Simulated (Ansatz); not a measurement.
Cu$_{3}$Sn (P6_3/mmc): band-structure transport figures

Here is the system:

```
CELL_PARAMETERS angstrom
      5.46060     0.00000     0.00000
     -2.73030     4.72902     0.00000
      0.00000     0.00000     4.28185
ATOMIC_POSITIONS crystal
  Cu 0.15600 0.84400 0.75000
  Cu 0.84400 0.15600 0.25000
  Cu 0.31200 0.15600 0.25000
  Cu 0.68800 0.84400 0.75000
  Cu 0.15600 0.31200 0.75000
  Cu 0.84400 0.68800 0.25000
  Sn 0.33333 0.66667 0.25000
  Sn 0.66667 0.33333 0.75000
```

The numbers are results of PBEsol, rigid bands (plane waves, PAW, scalar-relativistic; Ansatz, a first-principles code), not measurements. Cell: cell and atoms relaxed with PBEsol.

| Quantity | Result |
|---|---|
| density of states at the Fermi level | 2.06 states/(eV·cell), both spins |
| bare Sommerfeld coefficient | 0.61 mJ/(mol of atoms·K²) |
| Drude plasma energy | 7.3 eV |
| root-mean-square Fermi velocity | 1.0e6 m/s |
| resistivity times τ | 9.2 ×10⁻²² Ω·m·s |

A metal at this level (no band gap); rigid bands, thermally averaged at 300 K, both spins. Spin-orbit coupling is left out. τ is one relaxation time for all states.

Computed structure with no diffraction record at hand here (it may be known, metastable or hypothetical): Cu3Sn (P6_3/mmc).
